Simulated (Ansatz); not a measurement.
Reference: Rh (Fm-3m), PBEsol, rigid bands (plane waves, PAW, scalar-relativistic; Ansatz, an electronic-structure program); geometry: cell and atoms relaxed with PBEsol.

```yaml
crystal:
  lattice:
    - [0.00000, 1.88975, 1.88975]
    - [1.88975, 0.00000, 1.88975]
    - [1.88975, 1.88975, 0.00000]
  atoms:
    - { symbol: Rh, position: [0.00000, 0.00000, 0.00000] }
```

The density of states at the Fermi level per atom is 1.24 states/eV, the drude plasma energy comes out as 10.2 eV and the root-mean-square Fermi velocity is 6.6 ×10⁵ m/s. The resistivity times mean free path is 3.3 ×10⁻¹⁶ Ω·m².

### Question
Swap Rh for Ir, keeping the structure type. How do these values move?

### Answer
Ir (Fm-3m): volume per atom 13.5 to 14.0 Å³; density of states at the Fermi level per atom falls (1.24 states/eV to 0.88 states/eV); Drude plasma energy stays about the same (10.2 eV to 10.8 eV); root-mean-square Fermi velocity rises (6.6 ×10⁵ m/s to 8.4 ×10⁵ m/s); resistivity times mean free path rises (3.3 ×10⁻¹⁶ Ω·m² to 3.7 ×10⁻¹⁶ Ω·m²).

### Question
Replace Rh by Cu on the same sites and relax. What happens?

### Answer
Cu (Fm-3m): volume per atom 13.5 to 11.3 Å³; density of states at the Fermi level per atom falls (1.24 states/eV to 0.30 states/eV); Drude plasma energy falls (10.2 eV to 9.1 eV); root-mean-square Fermi velocity rises (6.6 ×10⁵ m/s to 10.9 ×10⁵ m/s); resistivity times mean free path rises (3.3 ×10⁻¹⁶ Ω·m² to 6.5 ×10⁻¹⁶ Ω·m²).

### Question
Replace Rh by Au on the same sites and relax. What happens?

### Answer
Au (Fm-3m): volume per atom 13.5 to 17.0 Å³; density of states at the Fermi level per atom falls (1.24 states/eV to 0.28 states/eV); Drude plasma energy falls (10.2 eV to 8.9 eV); root-mean-square Fermi velocity rises (6.6 ×10⁵ m/s to 13.5 ×10⁵ m/s); resistivity times mean free path rises (3.3 ×10⁻¹⁶ Ω·m² to 8.4 ×10⁻¹⁶ Ω·m²).

Moves up to 7 % count as about the same. Metals at this level; values at 300 K, both spins, means over directions. As a rough test of the mesh, the Fermi surface's area from every second k point differs by up to 5 %. The product of resistivity and mean free path takes one path for all states. Spin-orbit coupling is left out.

The missing spin-orbit coupling matters most for Au (Fm-3m), Ir (Fm-3m).
